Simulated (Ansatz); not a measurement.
The starting structures come from a database of crystals and need not be the phases stable at ambient conditions.

 Where the default PAW files enter, the runs use the earlier of Ansatz's two default sets.

Evanescent states of AlGaAs2 (R3m, not sure to be the ambient phase, 4 atoms a cell, 22.8 Å³ an atom) along the normal of (001)

Computed with r2SCAN (plane waves, PAW; Ansatz, a first-principles code).

The gap is the functional's own, uncorrected, and κ follows it; spin-orbit coupling is left out. Mid-gap values are interpolated between the computed energies.

Energies count from the valence-band top; κ is the least over a 12×12 mesh across the current.

```csv
E (eV),κ (1/Å),where
0.04,0.033,Γ
0.12,0.050,Γ
0.20,0.061,Γ
0.28,0.069,Γ
0.36,0.075,Γ
0.44,0.080,Γ
0.52,0.084,Γ
0.60,0.086,Γ
0.68,0.088,Γ
0.76,0.088,Γ
0.84,0.087,Γ
0.92,0.085,Γ
1.00,0.082,Γ
1.08,0.076,Γ
1.16,0.068,Γ
1.24,0.054,Γ
1.32,0.029,Γ
```

Problem. How thick must the barrier be to attenuate the transmission by 10^4 when the electrodes' Fermi level lies at 0.04 eV, and what attenuation does that film give at 0.92 eV?

Solution. d = 4 ln 10 / (2 × 0.033) = 139.6 Å. At 0.92 eV it gives 4 × 0.085/0.033 = 10.3 decades.
